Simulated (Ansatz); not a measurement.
Start from AlN in the wurtzite structure (space group P6_3mc, No. 186; a = 3.130 Å, c = 5.018 Å). Axes: x lies along a and z along c of the hexagonal cell.

Calculations: PBE (Ansatz, a quantum-chemistry and plane-wave program; PAW; 420 eV plane waves; without spin-orbit coupling).

The change: every lattice vector is shortened by 1.20 %, atoms relaxed at fixed cell.

Task: Predict the stress tensor and what it implies for the stiffness.

Result: Stress of the strained cell less that of the base (GPa, compression positive):
```
   7.74    0.00    0.00
   0.00    7.74    0.00
   0.00    0.00    7.07
```

Then B = −ΔP/(ΔV/V₀) with ΔV/V₀ = -0.0356 gives secant stiffness values (nonlinear terms included at this strain): B (at held cell shape, above the free-shape value) ≈ 211 GPa.

As a check, the harmonic strain energy −½ V₀ Δσ:ε is 9.0 meV/atom; the computed energy rise is 8.7 meV/atom.

Whether these cells are dynamically stable was not tested.
